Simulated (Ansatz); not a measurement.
Density of states of BN (P6_3mc) above the conduction band minimum, Ansatz (a program for electronic structure) with r2SCAN, rigid bands; cell volume 23.5 Å³.

| energy from edge (eV) | 10⁻³ states/eV/cell |
|---|---|
| 0.006 | 5.77 |
| 0.031 | 15.0 |
| 0.056 | 20.6 |
| 0.081 | 25.0 |
| 0.106 | 28.5 |
| 0.131 | 31.7 |
| 0.156 | 34.8 |
| 0.181 | 38.4 |
| 0.206 | 40.6 |
| 0.231 | 43.0 |
| 0.256 | 45.9 |
| 0.281 | 48.5 |
| 0.319 | 52.1 |
| 0.344 | 54.2 |
| 0.369 | 56.3 |
| 0.394 | 58.6 |
| 0.419 | 60.3 |
| 0.444 | 62.5 |
| 0.469 | 65.1 |
| 0.494 | 66.5 |
| 0.519 | 69.0 |
| 0.544 | 70.4 |
| 0.569 | 72.7 |
| 0.594 | 75.1 |

Question: What effective density of states at 300 K does this give (∫ g(E) exp(−E/k_BT) dE, both spins, divided by the cell's size)?

Answer: 1.3e19 cm⁻³, a density-of-states mass of 0.65 mₑ, valleys and band degeneracy included.

Spin-orbit coupling is left out. Geometry: cell and atoms relaxed with PBEsol.
